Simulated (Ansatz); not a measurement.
Here is the system:

```
CELL_PARAMETERS angstrom
      4.32034     0.00000     0.00000
      0.00000     4.32034     0.00000
      0.00000     0.00000     2.64074
ATOMIC_POSITIONS crystal
  Si 0.00000 0.00000 0.00000
  Si 0.50000 0.50000 0.50000
  O  0.30974 0.30974 0.00000
  O  0.80974 0.19026 0.50000
  O  0.19026 0.80974 0.50000
  O  0.69026 0.69026 0.00000
```

No spin polarisation.

Level of theory: PBEsol, PAW, 420 eV (Ansatz, a first-principles code; spin-orbit coupling left out). Settings: 8×8×12 k-points, 0.05 eV Fermi–Dirac smearing.

Estimate the gap character.

Direct at Γ.

Estimate the space group.

P4_2/mnm (No. 136).

Estimate the electron mass.

0.38 mₑ out of plane, 0.43 mₑ in plane (at Γ).

The cells carry an imposed strain or load. Masses are band curvatures over ±0.01 Å⁻¹ around the edge. No phonon test of stability was made. The cell was made from SiO2 in the rutile structure (space group P4_2/mnm, No. 136) by this change: biaxial strain +3.00 %, plane normal [001], relaxed out of plane.
